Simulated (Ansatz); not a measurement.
Start from HgSe in the zinc blende structure (space group F-43m, No. 216).

```cif
data_Hg4Se4
_chemical_formula_sum 'Se4 Hg4'
_space_group_name_H-M_alt 'F-43m'
_space_group_IT_number 216
_space_group_name_Hall 'F -4 2 3'
_cell_length_a 6.25999
_cell_length_b 6.25999
_cell_length_c 6.25999
_cell_angle_alpha 90.000
_cell_angle_beta 90.000
_cell_angle_gamma 90.000
loop_
_atom_site_label
_atom_site_type_symbol
_atom_site_symmetry_multiplicity
_atom_site_Wyckoff_symbol
_atom_site_fract_x
_atom_site_fract_y
_atom_site_fract_z
_atom_site_occupancy
Se1 Se 4 c 0.25000 0.25000 0.25000 1
Hg1 Hg 4 a 0.00000 0.00000 0.00000 1
```
(The calculation used a cell of 2 atoms; values per cell refer to that cell.)

All numbers come from PBE/PAW in Ansatz (a first-principles code), no spin-orbit coupling.

One thing is altered: full substitution Hg → Cd; the structure is relaxed again.

Measured lattice parameter a: HgSe 6.085 Å (room temperature; as listed in Cardona et al., arXiv (2009)); CdSe 6.077 Å (room temperature; as listed in arXiv:1206.3780).

### Question
How well does PBE reproduce the measured shift?

### Answer
With PBE the lattice parameter a moves by -0.064 Å (6.260 → 6.196) against -0.008 Å measured.

No phonon test of stability was made. The final runs are not spin-polarised.
